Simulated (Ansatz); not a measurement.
Ansatz (an electronic-structure program) run on Bi2Te3 (P1, 5 atoms in the cell): self-consistent single point.

Level of theory: LDA (PW92), default PAW files made with PBE (plane waves; Ansatz).

```yaml
crystal:
  lattice:
    - [2.20906, 1.27540, 10.75243]
    - [-2.20906, 1.27540, 10.75243]
    - [0.00000, -2.55081, 10.75243]
  atoms:
    - { symbol: Bi, position: [0.60597, 0.60129, 0.60110] }
    - { symbol: Bi, position: [0.39906, 0.40013, 0.39041] }
    - { symbol: Te, position: [0.77104, 0.78986, 0.78804] }
    - { symbol: Te, position: [0.21857, 0.21303, 0.22143] }
    - { symbol: Te, position: [0.00535, 0.99569, 0.99902] }
```

Reference input (self-consistent single point, DFT, LDA (PW92), plane waves, default PAW files made with PBE): kpoints.mp_grid.grid = 4 4 4; hamiltonian.xc = lda; hamiltonian.pseudopotentials = {kind: paw} (the program's default PAW files); scf.occupations.method = gaussian; scf.occupations.width = 0.01 eV. This run's input differs from it in these lines:

Ansatz 0.2 input:
```diff
@@ -18,3 +18,6 @@
   pseudopotentials:
-    kind: paw
+    kind: paw_fr
+magnetization:
+  noncollinear: true
+  spin_orbit: false
 scf:
```

Log, with long lists cut:

```
SCF iter   1: F=—  HF=-44654.440389 eV  |F-HF|=—  |Δ(HF+E_count)|=         —  Δρ=1.59e-2  dr2=7.71e-1  dr2_m=0.00e0 (ungated)  ethr=3.10e-3  |M|=0.00e0 ∫|m|=0.00e0 μB  |m|>n=0.0e0 m-floor=0.0e0 τ_xc=0.0e0  β_m=0.30  ⟨swp⟩=6.3  Hψ=13545  notcnv=0  defer=40
all-band conjugate gradients solve this SCF's bands
preconditioner: auto → Resta (q_TF=auto, 2.369 Å⁻¹)
   [... lines left out ...]
SCF iter   8: F=—  HF=-44654.223585 eV  |F-HF|=—  |Δ(HF+E_count)|=   4.14e-7  Δρ=1.02e-5  dr2=1.14e-6  dr2_m=0.00e0 (ungated)  ethr=4.75e-9  |M|=0.00e0 ∫|m|=0.00e0 μB  |m|>n=0.0e0 m-floor=0.0e0 τ_xc=0.0e0  β_m=0.78  ⟨swp⟩=2.1  Hψ=3810  notcnv=0  defer=374
SCF iter   9: F=-44654.223585 eV  HF=-44654.223585 eV  |F-HF|=1.21e-8  |Δ(HF+E_count)|=   5.78e-8  Δρ=2.87e-6  dr2=2.65e-8  dr2_m=0.00e0 (ungated)  ethr=1.28e-10  |M|=0.00e0 ∫|m|=0.00e0 μB  |m|>n=0.0e0 m-floor=0.0e0 τ_xc=0.0e0  ⟨swp⟩=11.4  Hψ=18754  notcnv=0
SCF 1 converged in 9 iterations: F = -44654.223585 eV  dr2 = 2.65e-8
Magnetization: |M| = 0.0000 μB,  M = (+0.0000, +0.0000, +0.0000) μB
Absolute magnetization: 0.0000 μB (∫|m|)
  site 0: m = (+0.0000, +0.0000, +0.0000) μB, |m| = 0.0000 μB  (R = 1.25 Å)
  site 1: m = (+0.0000, +0.0000, +0.0000) μB, |m| = 0.0000 μB  (R = 1.25 Å)
  site 2: m = (+0.0000, +0.0000, +0.0000) μB, |m| = 0.0000 μB  (R = 1.25 Å)
  site 3: m = (+0.0000, +0.0000, +0.0000) μB, |m| = 0.0000 μB  (R = 1.25 Å)
  site 4: m = (+0.0000, +0.0000, +0.0000) μB, |m| = 0.0000 μB  (R = 1.34 Å)
Free energy (F): -44654.223585 eV
Internal energy: -44654.223585 eV  (E = F + TS)
E sigma→0 (E₀):  -44654.223585 eV
Fermi energy:    7.880515 eV
--- Forces (eV/Å), atoms counted from 1 ---
  atom   1  Bi     0.02662577    -0.01386194     0.22994101
   [... lines left out ...]
  atom   5  Te    -0.09006179    -0.04658233    -0.01998048
--- Stress (GPa, compression-positive) ---
       -2.449520      -0.151779       0.329621
       -0.151779      -2.390012       0.069573
        0.329621       0.069573      -2.537983
  P = ⅓ Tr σ = -2.4592 GPa (-24.592 kbar)
  The stress holds the Pulay correction. Without it, at fixed plane waves, as pw.x and ABINIT print it: P = -2.4883 GPa
```

The run converged in 9 iterations. Against the reference run the pressure stays at -2.46 GPa, the largest force stays at 0.232 eV/Å and the gap on the mesh stays at 0.518 eV.

The starting cell comes from a database of computed structures (which also holds hypothetical and non-ambient phases and stackings), without a prior relaxation at this level. Its atoms were displaced at random from the sites of space group no. 166. Spin-orbit coupling is off. Ansatz's pressure includes its estimate of the finite-basis (Pulay) stress.

Cost on one core of a shared machine: roughly 2 min.
